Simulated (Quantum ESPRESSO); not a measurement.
Habitual settings against a tight run: TaAl3 (I4/mmm, 4 atoms in the cell)

Self-consistent single point.

```yaml
crystal:
  lattice:
    - [-1.96311, 1.96311, 4.35333]
    - [1.96311, -1.96311, 4.35333]
    - [1.96311, 1.96311, -4.35333]
  atoms:
    - { symbol: Ta, position: [0.00000, 0.00000, 0.00000] }
    - { symbol: Al, position: [0.50000, 0.50000, 0.00000] }
    - { symbol: Al, position: [0.75000, 0.25000, 0.50000] }
    - { symbol: Al, position: [0.25000, 0.75000, 0.50000] }
```

Method of the run: PBEsol, PseudoDojo standard norm-conserving (PBESOL) pseudopotentials (plane waves; Quantum ESPRESSO).

Base settings: ecutwfc = 60 Ry; occupations = smearing; smearing = gaussian; degauss = 0.0147 Ry; potentials = {Ta: Ta.upf, Al: Al.upf}; K_POINTS = automatic 14 14 14 0 0 0; conv_thr = 1e-10 Ry.

Tight run (finer mesh or higher cutoff; not a proven limit): ecutwfc: 60 Ry → 84 Ry; conv_thr: 1e-10 Ry → 7.3e-11 Ry; K_POINTS: automatic 14 14 14 0 0 0 → automatic 19 19 19 0 0 0. It gave Fermi level (on the code's own zero) 10.84 eV; pressure -8.84 GPa.

Quick runs, as changes from the base:
- A: the base itself
- B: ecutwfc: 60 Ry → 30 Ry; smearing: gaussian → methfessel-paxton; degauss: 0.0147 Ry → 0.036749 Ry; K_POINTS: automatic 14 14 14 0 0 0 → automatic 2 2 2 1 1 1; potentials: PseudoDojo standard norm-conserving (LDA) [LDA (PW92)]
- C: ecutwfc: 60 Ry → 36 Ry; degauss: 0.0147 Ry → 0.019992 Ry; K_POINTS: automatic 14 14 14 0 0 0 → automatic 6 6 6 1 1 1; potentials: PseudoDojo standard norm-conserving (LDA) [LDA (PW92)]
- D: ecutwfc: 60 Ry → 30 Ry; smearing: gaussian → methfessel-paxton; degauss: 0.0147 Ry → 0.0099958 Ry; K_POINTS: automatic 14 14 14 0 0 0 → automatic 8 8 8 0 0 0
- E: ecutwfc: 60 Ry → 48 Ry; degauss: 0.0147 Ry → 0.036749 Ry; conv_thr: 1e-10 Ry → 7.3e-06 Ry; K_POINTS: automatic 14 14 14 0 0 0 → automatic 2 2 2 1 1 1
- F: ecutwfc: 60 Ry → 42 Ry; K_POINTS: automatic 14 14 14 0 0 0 → automatic 8 8 8 0 0 0

Energies are extrapolated to zero smearing width, which holds to low order in the width alone (under cold and Methfessel-Paxton smearing the free energy itself is taken).

Dashes: energy of B, C, another energy zero; time of B, C, D, E, under 30 s; pressure of E, not trusted under this conv_thr with d or f elements.

† marks runs with another functional, U, potentials or spin treatment: their distance from the tight run is not a convergence error alone.

The count of work is k-points × plane waves × bands × iterations; it is no time. Core times come from one kind of shared machine and are given to one figure; runs under 30 s give none.

The starting cell comes from a database of computed structures (which also holds hypothetical and non-ambient phases and stackings), without a prior relaxation at this level. Its lattice was rescaled by a random factor within 2.5 % of one. Spin polarisation is off. In the base run, with a pressure of about -9 GPa the cell is away from its equilibrium volume at this level.

```
run  energy less tight (meV/atom)  pressure less tight (GPa)  count of work / tight  core time / tight (rough)
---  ----------------------------  -------------------------  ---------------------  -------------------------
A                             0.3                       0.00                   0.27                        0.3
B†                              –                      -9.54                0.00096                          –
C†                              –                      -6.82                  0.012                          –
D                           251.8                      -8.71                  0.021                          –
E                           256.9                          –                 0.0013                          –
F                            16.8                      -1.23                  0.038                       0.05
```

Among the runs at the tight run's level, the energy misses run from 0.3 to 256.9 meV/atom.
